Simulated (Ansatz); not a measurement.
Formation energy of the bound charge states of Zr on the Al site (Zr_Al) in wurtzite AlN (start: the Al site; 96-site cell, 2×2×2 shifted sampling) against the Fermi level, Al-rich (Δμ(Al) = 0.00 eV, Δμ(Zr) = -1.95 eV, bounded by ZrAl3 (I4/mmm); only phases computed here count, gases as isolated molecules at 0 K). Calculation: PBE, PAW (plane waves to 420 eV; Ansatz, a quantum-chemistry and plane-wave program).

Details: 96-site cell; 2×2×2 shifted k-points; host gap 4.03 eV; charged states image-corrected; not converged in cell size; flagged in the runs: a host whose relaxation on this sampling wasn't shown to rest, a strain field that reaches the edge of the cell.

Left out: charge −1 (carrier in host band states).

```csv
E_F − E_VBM (eV),q = +1,q = 0
0.00,0.87,4.58
0.50,1.37,4.58
1.01,1.87,4.58
1.51,2.38,4.58
2.02,2.88,4.58
2.52,3.39,4.58
3.03,3.89,4.58
3.53,4.40,4.58
4.03,4.90,4.58
```

Crossings of the lowest lines: (+1/0) at 3.72 eV.
